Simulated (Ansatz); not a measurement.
This Ansatz (a program for electronic structure) input is the reference run, PbSe in the rock salt structure (space group Fm-3m, No. 225), computed with LDA (Ansatz, PAW, no spin-orbit coupling):

Ansatz 0.2 input:
```yaml
crystal:
  lattice:
    - [0, 3.0204161408, 3.0204161408]
    - [3.0204161408, 0, 3.0204161408]
    - [3.0204161408, 3.0204161408, 0]
  atoms:
    - { symbol: Pb, position: [0, 0, 0] }
    - { symbol: Se, position: [0.5, 0.5, 0.5] }
basis: { ecutwfc: 420, ecutrho_ratio: 4, xc_grid: 2, fft_grid_basis: typed }
kpoints: { mp_grid: { grid: [10, 10, 10] } }
hamiltonian:
  xc: lda
  dispersion: none
  pseudopotentials: { kind: paw }
scf: { occupations: { method: fermi_dirac, width: 0.05 }, convergence: { dr2_threshold: 0.0000000002 } }
output: { forces: true, stress: true }
checkpoint: { write: state.ck, write_every: 1000 }
```

**Question.** Write the input for this change: tensile biaxial strain of 2.08 % in the plane normal to [111], as in epitaxy on a mismatched substrate; the out-of-plane cell vector and the atoms relax.

**Answer.** 
Ansatz 0.2 input:
```yaml
crystal:
  lattice:
    - [4.3603609505, 0, 0]
    - [2.1801804753, 3.7761833528, 0]
    - [2.1801804753, -1.2587277843, 3.451404312]
  atoms:
    - { symbol: Pb, position: [0, 0, 0] }
    - { symbol: Se, position: [0, 0.5, 0.5] }
basis: { ecutwfc: 420, ecutrho_ratio: 4, xc_grid: 2, fft_grid_basis: typed }
kpoints: { mp_grid: { grid: [10, 10, 10] } }
hamiltonian:
  xc: lda
  dispersion: none
  pseudopotentials: { kind: paw }
scf: { occupations: { method: fermi_dirac, width: 0.05 } }
relax: { f_tol: 0.005, max_steps: 50, cell: { stress_tol: 0.01, fix: [a, b, gamma] } }
output: { forces: true, stress: true }
checkpoint: { write: state.ck, write_every: 1000 }
```
This is the input that was run; other choices of cell and start would serve too.

Whether these cells are dynamically stable was not tested. The final runs are not spin-polarised.
